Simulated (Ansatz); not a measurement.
SnTe, pressure series

Start from SnTe in the rock salt structure (space group Fm-3m, No. 225; a = 6.370 Å).

Cell and atoms are relaxed at each pressure.

Calculations: r2SCAN/PAW in Ansatz (a quantum-chemistry and plane-wave program), scalar-relativistic without spin-orbit coupling.

Computed cases, in order: pressure −2 GPa; pressure −1 GPa; 0 GPa (base); pressure 0.9 GPa; pressure 2.1 GPa; pressure 9 GPa; pressure 15 GPa; pressure 22.5 GPa; pressure 30 GPa.

**Question.** Between which two neighbouring cases does the band gap open or close?

**Answer.** Between pressure 0.9 GPa (0.07 eV) and pressure 2.1 GPa (zero). The whole series: pressure −2 GPa: 0.28 eV; pressure −1 GPa: 0.20 eV; 0 GPa (base): 0.13 eV; pressure 0.9 GPa: 0.07 eV; pressure 2.1 GPa: zero; pressure 9 GPa: zero; pressure 15 GPa: zero; pressure 22.5 GPa: zero; pressure 30 GPa: zero.

With Te present, leaving out spin-orbit coupling can change the band edges. Load acts through the strain it causes; cell and atoms are relaxed under it. Stability against distortions was not tested. No other phases were tried under pressure. All final runs are without spin polarisation. A zero or small gap of SnTe can be the functional's error rather than a property of the material.
